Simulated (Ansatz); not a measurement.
C interstitial started as a split pair with C (6H silicon carbide host)

All values below come from PBE, PAW (plane waves to 420 eV; Ansatz, a program for electronic structure). The supercell holds 144 host sites (3×2×1 repeats of a cell of 24 atoms), with a 2×2×1 shifted k-point sampling for the final energies. Site at the start: split with C(k2). Energies of charged states are corrected for periodic images (point charge plus alignment at distant sites). Dielectric constants: PBE linear response of the host. Host gap at this level: 2.01 eV. A cell of this size leaves errors of a few tenths of an eV. Levels are measured in PBE's own, too narrow, gap. Spin–orbit coupling is left out. Each state is the lowest found from its start.

Formation energies E_f are given with the Fermi level at the valence-band maximum. Chemical conditions: C-rich (Δμ(C) = 0.00 eV; only phases computed here count, gases as isolated molecules at 0 K); Si-rich (Δμ(C) = -0.41 eV; only phases computed here count, gases as isolated molecules at 0 K). Reference phases: C: graphite.

The name describes the start; the neighbours show where the atoms ended.

Charges with a result: +2, +1, 0, −1, −2. Others weren't obtained, and one of them could lie lower, also by skipping a charge.

| charge | moment (μB) | largest move off a lattice site (Å) | neighbours of the last C atom of the defect at the end (Å) | image correction with alignment (eV) | E_f, C-rich (eV) | E_f, Si-rich (eV) | above the lowest spin state (eV) |
|---|---|---|---|---|---|---|---|
| +2 | not spin-polarised | 0.33 | C 1.27, Si 1.89, Si 1.89 | 0.71 | 4.67 | 5.08 | 0.00 |
| +1 | 1.0 | 0.30 | C 1.32, Si 1.83, Si 1.84 | 0.21 | 5.30 | 5.71 | 0.00 |
| 0 | 2.0 | 0.28 | C 1.37, Si 1.78, Si 1.80, Si 2.50 | 0.00 | 6.47 | 6.88 | 0.00 |
| 0 | not spin-polarised | 0.46 | C 1.38, Si 1.86, Si 1.87, Si 1.90 | 0.00 | 6.54 | 6.95 | 0.07 |
| −1 | 1.0 | 0.45 | C 1.42, Si 1.83, Si 1.88, Si 1.88 | 0.07 | 8.12 | 8.52 | 0.00 |
| −2† | not spin-polarised | 0.40 | C 1.47, Si 1.79, Si 1.83, Si 1.86 | 0.43 | – | – | 0.00 |

† Not settled in this cell, so no level is given: charge −2: level within 0.1 eV of a band edge or past it.

Not the lowest form: the same atoms on another site or from another start ended lower, by 0.12 eV at charge +1. The levels below are those of this configuration alone.

Transition levels above the valence-band maximum: ε(+2/+1) = 0.63 eV; ε(+1/0) = 1.17 eV; ε(0/−1) = 1.65 eV.

Flagged in the runs: a host whose relaxation on this sampling wasn't shown to rest.
